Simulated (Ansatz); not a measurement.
Cost and result by functional for the surface energy of the (310) surface of bcc Nb in its 1x1 cell, outermost plane spacing 1.05 Å in the ideal cut, in Ansatz (plane waves, PAW). Single points on the PBE structure, on one kind of machine; costs are rough ratios of the slab run's core time (references not counted) to the cheapest single point. r2SCAN's cost holds its higher cutoff (500 against 420 eV). Differences are taken against r2SCAN for comparison alone: no measured value is at hand, so the table doesn't rank accuracy.

Slab: 11 atoms, 10.5 Å thick at the start (thin: gaps and levels are the slab's own); k 12x7x1, smearing 0.1 eV, dipole-corrected; all atoms relaxed; held to the part of the start's symmetry that mesh and held atoms allow; no spin, no spin-orbit, no U. These notes are the PBE run's.

```tsv
functional	relative cost	surface energy (J/m²)	less r2SCAN (J/m²)
LDA	1	2.65	0.23
RPBE	1	2.13	-0.30
PBEsol	1	2.56	0.13
r2SCAN	2	2.42	0.00
PBE (the relaxed run's value)	–	2.30	-0.13
```

The values span 0.52 J/m², while the single points' costs differ by a factor of roughly 2. Differences are of unrounded values.

Ansatz is an electronic-structure program.
